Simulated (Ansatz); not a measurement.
Take Ti$_{3}$Al (space group P6_3/mmc, No. 194; a = 5.688 Å, c = 4.608 Å) as the base. Axes: x lies along a and z along c of the hexagonal cell.

Calculations: PBEsol in Ansatz (plane waves to 420 eV, PAW, spin-orbit coupling left out).

Before the change:

- Pressure: 0.0 GPa
- Shortest interatomic distance: 5.277 bohr

Modification: the symmetric strain tensor [-0.0147 -0.0161 -0.0103; -0.0161 -0.0040 -0.0152; -0.0103 -0.0152 0.0056], atoms relaxed at fixed cell.

**Question.** What does the calculation give for the energy relative to the base after the change?

**Answer.** The energy goes up by 9.7 meV/atom.

**Question.** How does this affect the pressure?

**Answer.** The pressure (mean of the normal stresses, compression positive) goes from zero to 1.7 GPa.

**Question.** Estimate the effect on the shortest interatomic distance.

**Answer.** The shortest interatomic distance decreases by 0.074 bohr, from 5.277 bohr to 5.203 bohr.

No phonon test of stability was made. All final runs are without spin polarisation.

Ansatz is a first-principles code.
